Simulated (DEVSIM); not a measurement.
Device: illuminated Si p-on-n cell, one wavelength, with a back-surface field, at 300 K.

Layer 1 from the left is Si, thickness (μm) 0.0620, Na (cm⁻³) 5.2e17, τn (s) 2.9e-6, τp (s) 1.3e-5, absorption coefficient (cm⁻¹) 1100. Layer 2 from the left is Si, thickness (μm) 44.0, Nd (cm⁻³) 1.6e17, τn (s) 0.00024, τp (s) 0.00024, absorption coefficient (cm⁻¹) 1100. Layer 3 from the left is Si, thickness (μm) 0.780, Nd (cm⁻³) 5.3e18, τn (s) 0.00024, τp (s) 0.00024, absorption coefficient (cm⁻¹) 1100.

Left contact: ohmic, minority electron recombination velocity 2e5 cm/s. Right contact: ohmic, minority hole recombination velocity 1000 cm/s. Voltage is applied to the left contact. Recombination: SRH at mid-gap, radiative, Auger. Gap narrowing is on: ΔEg = 6.92 meV × (l + √(l² + 0.5)), l = ln(N/1.3e17 cm⁻³), shared equally by both band edges. Light enters at the left, 3.4e17 photons cm⁻² s⁻¹, one pass, no reflection. Mobility is constant in doping.

Constants are typed, rounded textbook-type inputs, not results; the design itself was drawn at random and stands for no fabricated device. Values at 300 K.

Si: gap (eV) 1.124, affinity (eV) 4.05, permittivity 11.7, Nc (cm⁻³) 2.86e19, Nv (cm⁻³) 3.1e19, μn (cm²/Vs) 1417, μp (cm²/Vs) 470, B (cm³/s) 4.7e-15, Cn (cm⁶/s) 2.8e-31, Cp (cm⁶/s) 9.9e-32.

DEVSIM, 1D drift-diffusion, Boltzmann statistics, complete ionisation; no tunnelling, impact ionisation, image-force lowering or self-heating.

Dark forward current:

| |V| (V) | |J| (A/cm²) |
|---|---|
| 0.10 | 7.399e-10 |
| 0.15 | 5.144e-9 |
| 0.20 | 3.547e-8 |
| 0.25 | 2.448e-7 |
| 0.30 | 1.691e-6 |
| 0.35 | 1.169e-5 |
| 0.40 | 8.081e-5 |
| 0.45 | 0.0005587 |
| 0.50 | 0.003862 |
| 0.55 | 0.02670 |
| 0.60 | 0.1844 |
| 0.65 | 1.268 |
| 0.70 | 8.478 |
| 0.75 | 48.76 |
| 0.80 | 188.6 |
| 0.85 | 500.8 |
| 0.90 | 1133 |
| 0.95 | 2340 |

Problem. Work out the local ideality factor n = ΔV / (kT/q · ln(J2/J1)) between the rows 0.15 and 0.20 V, 0.40 and 0.45 V, 0.90 and 0.95 V.

Solution. kT/q = 25.85 mV. From 0.15 to 0.20 V: ln(3.547e-8/5.144e-9) = 1.931, n = 1.00, near the 1 of diffusion or emission over a barrier. From 0.40 to 0.45 V: ln(0.0005587/8.081e-5) = 1.934, n = 1.00, near the 1 of diffusion or emission over a barrier. From 0.90 to 0.95 V: ln(2340/1133) = 0.725, n = 2.67.

Problem. What current could the absorbed light give at most, and what share is collected?

Solution. Σ αd = 4.93, so qΦ(1 − exp(−Σ αd)) = 54.1 mA/cm². The simulated short-circuit current is 52.96 mA/cm², a share of 0.98.

Problem. Estimate the open-circuit voltage by superposition: the voltage at which the dark current equals that short-circuit current.

Solution. Interpolating ln J in the table gives 0.568 V. The simulation gives 0.568 V, the same within the digits that matter. Superposition holds where collection doesn't change with voltage.

Problem. Estimate the fill factor from FF0 = (v − ln(v + 0.72))/(v + 1), v = qVoc/(nkT), with n from the dark curve.

Solution. The rows about Voc, 0.55 and 0.60 V, give n = 1.00, so v = 22.0 and FF0 = 0.820. The simulation gives 0.819, the same within the digits that matter.
